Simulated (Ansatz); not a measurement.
We consider Ta3Sn (Pm-3n, No. 223, 8 atoms in the cell; start mp-30871), described by LDA in Ansatz (plane waves, PAW).

Run with plane-wave cutoff 520 eV, 10×10×10 k mesh, Fermi–Dirac smearing 0.05 eV, scalar-relativistic PAW data made under PBE.

Cell (relaxed at this level):

```cif
data_Sn2Ta6
_chemical_formula_sum 'Ta6 Sn2'
_space_group_name_H-M_alt 'P 1'
_space_group_IT_number 1
_cell_length_a 5.21837
_cell_length_b 5.21837
_cell_length_c 5.21837
_cell_angle_alpha 90.000
_cell_angle_beta 90.000
_cell_angle_gamma 90.000
loop_
_space_group_symop_operation_xyz
  'x, y, z'
loop_
_atom_site_label
_atom_site_type_symbol
_atom_site_fract_x
_atom_site_fract_y
_atom_site_fract_z
_atom_site_occupancy
Ta1 Ta 0.25000 0.00000 0.50000 1
Ta2 Ta 0.75000 0.00000 0.50000 1
Ta3 Ta 0.50000 0.75000 0.00000 1
Ta4 Ta 0.50000 0.25000 0.00000 1
Ta5 Ta 0.00000 0.50000 0.75000 1
Ta6 Ta 0.00000 0.50000 0.25000 1
Sn1 Sn 0.00000 0.00000 0.00000 1
Sn2 Sn 0.50000 0.50000 0.50000 1
```

Problem. Estimate the bulk modulus B0 that the calculation returns.

Solution. 
- bulk modulus B0: 203 GPa

The run finds no gap.

Note: the bulk modulus is −V dP/dV from two relaxed cells at ±2 % in volume; the relaxation could not lower the start's symmetry, so the cell can be a saddle point above a distorted one.

Spin–orbit coupling is not included.

Static lattice: no zero-point or thermal effects.

A start named mp-… is a Materials Project structure, which need not be a measured phase.

Ansatz is a first-principles code.
